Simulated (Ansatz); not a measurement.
Defect migration in bixbyite In2O3: O vacancy, charge state +2. These are PBE, PAW (plane waves to 420 eV; Ansatz, a quantum-chemistry and plane-wave program) values and carry that method's errors.

80-site cell at the relaxed PBE lattice, one k-point at (0.250, 0.250, 0.250), smearing 0.01 eV, spin-restricted, no finite-size correction. Energies are static. The charge state is imposed; whether it is stable for some Fermi level was not computed. Forms of the defect that were not tried may lie lower.

Barriers: single points on a 2×2×2 k-point mesh shifted by half a step at the bands' geometries.

The step: a nearby O atom hops onto the vacant site. Atoms about the jump, Cartesian Å from the middle of the jump, before and after:

| atom | x0 | y0 | z0 | x1 | y1 | z1 |
|---|---|---|---|---|---|---|
| O1 | 0.19 | -1.18 | 0.00 | -0.19 | 1.18 | 0.00 |
| In2 | -1.32 | -0.33 | 1.29 | -1.35 | -0.10 | 1.23 |
| In3 | 1.08 | 0.11 | -1.50 | 1.10 | 0.33 | -1.55 |
| O4 | 2.36 | 1.34 | -0.34 | 2.58 | 1.32 | -0.41 |
| O5 | 0.11 | -1.01 | 2.82 | 0.15 | -1.00 | 2.52 |
| In6 | 1.52 | 2.89 | 0.95 | 1.36 | 2.72 | 0.85 |
| In7 | 1.34 | -2.39 | 1.55 | 1.44 | -2.50 | 1.67 |
| O8 | -2.60 | -0.97 | -0.38 | -2.49 | -1.01 | -0.38 |
| O9 | -0.23 | -1.08 | -2.84 | -0.23 | -1.05 | -2.65 |
| O10 | 2.51 | 1.74 | 2.43 | 2.49 | 1.73 | 2.38 |
| O11 | 2.91 | -1.04 | 2.34 | 2.97 | -1.07 | 2.35 |
| O12 | -2.10 | 1.39 | 2.19 | -2.25 | 1.41 | 2.34 |
| O13 | 0.17 | 1.72 | -2.63 | 0.18 | 1.78 | -2.81 |
| In14 | -1.25 | -2.39 | -1.40 | -1.39 | -2.48 | -1.52 |
| In15 | 3.90 | 0.49 | 1.21 | 3.95 | 0.50 | 1.20 |
| In16 | 1.68 | 0.14 | 3.80 | 1.69 | 0.15 | 3.73 |
| O17 | 2.60 | -1.00 | -2.40 | 2.55 | -0.97 | -2.37 |
| In18 | -1.30 | 2.86 | -1.54 | -1.26 | 2.71 | -1.40 |
| O19 | 2.42 | -3.37 | -0.03 | 2.34 | -3.29 | -0.05 |
| O20 | 0.13 | 3.99 | -0.38 | 0.12 | 4.08 | -0.41 |

Predict the transition state.


```
atom      x      y      z
----  -----  -----  -----
O1     0.39   0.08   0.35
In2   -1.35  -0.25   1.31
In3    1.13   0.25  -1.54
O4     2.58   1.42  -0.44
O5     0.11  -1.09   2.83
In6    1.46   2.76   0.88
In7    1.38  -2.39   1.64
O8    -2.54  -1.02  -0.39
O9    -0.23  -1.08  -2.73
O10    2.50   1.73   2.41
O11    2.95  -1.04   2.35
O12   -2.20   1.39   2.28
O13    0.17   1.76  -2.72
In14  -1.39  -2.45  -1.52
In15   3.92   0.51   1.19
In16   1.68   0.15   3.77
O17    2.58  -0.98  -2.40
In18  -1.31   2.83  -1.54
O19    2.31  -3.26  -0.04
O20    0.13   3.95  -0.41
```
It lies 0.80 eV above the start and 0.80 eV above the end. The program found a first-order saddle point.
